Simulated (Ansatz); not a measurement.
The starting structures come from a database of crystals and need not be the phases stable at ambient conditions.

Where the default PAW files enter, the runs use the earlier of Ansatz's two default sets.

## Evanescent states of LaOF (R-3m, not sure to be the ambient phase, 6 atoms a cell, 15.9 Å³ an atom) along the normal of (110)

Computed with r2SCAN (plane waves, PAW; Ansatz, a quantum-chemistry and plane-wave program).

The gap is the functional's own. No spin-orbit coupling. Mid-gap values are those at the computed energy nearest the middle.

Energies count from the valence-band top; κ is the least over a 6×6 mesh across the current.

```json
[
 {"E (eV)": "0.11", "κ (1/Å)": "0.188", "where": "Γ"},
 {"E (eV)": "0.33", "κ (1/Å)": "0.326", "where": "Γ"},
 {"E (eV)": "0.55", "κ (1/Å)": "0.409", "where": "Γ"},
 {"E (eV)": "0.77", "κ (1/Å)": "0.466", "where": "Γ"},
 {"E (eV)": "0.99", "κ (1/Å)": "0.501", "where": "Γ"},
 {"E (eV)": "1.21", "κ (1/Å)": "[?]", "where": "Γ"},
 {"E (eV)": "1.43", "κ (1/Å)": "[?]", "where": "Γ"},
 {"E (eV)": "1.65", "κ (1/Å)": "0.501", "where": "Γ"},
 {"E (eV)": "1.87", "κ (1/Å)": "[?]", "where": "Γ"},
 {"E (eV)": "2.09", "κ (1/Å)": "[?]", "where": "Γ"},
 {"E (eV)": "2.31", "κ (1/Å)": "[?]", "where": "Γ"},
 {"E (eV)": "2.53", "κ (1/Å)": "[?]", "where": "Γ"},
 {"E (eV)": "2.75", "κ (1/Å)": "[?]", "where": "Γ"},
 {"E (eV)": "2.97", "κ (1/Å)": "[?]", "where": "Γ"},
 {"E (eV)": "3.19", "κ (1/Å)": "[?]", "where": "Γ"},
 {"E (eV)": "3.41", "κ (1/Å)": "[?]", "where": "Γ"},
 {"E (eV)": "3.63", "κ (1/Å)": "0.413", "where": "Γ"},
 {"E (eV)": "3.85", "κ (1/Å)": "0.390", "where": "Γ"},
 {"E (eV)": "4.07", "κ (1/Å)": "0.348", "where": "Γ"},
 {"E (eV)": "4.29", "κ (1/Å)": "0.294", "where": "Γ"},
 {"E (eV)": "4.51", "κ (1/Å)": "0.208", "where": "Γ"}
]
```

Question: What belongs in the gaps?

Answer: 
- 1.21, κ (1/Å): 0.503
- 1.43, κ (1/Å): 0.503
- 1.87, κ (1/Å): 0.498
- 2.09, κ (1/Å): 0.493
- 2.31, κ (1/Å): 0.487
- 2.53, κ (1/Å): 0.479
- 2.75, κ (1/Å): 0.469
- 2.97, κ (1/Å): 0.458
- 3.19, κ (1/Å): 0.445
- 3.41, κ (1/Å): 0.430
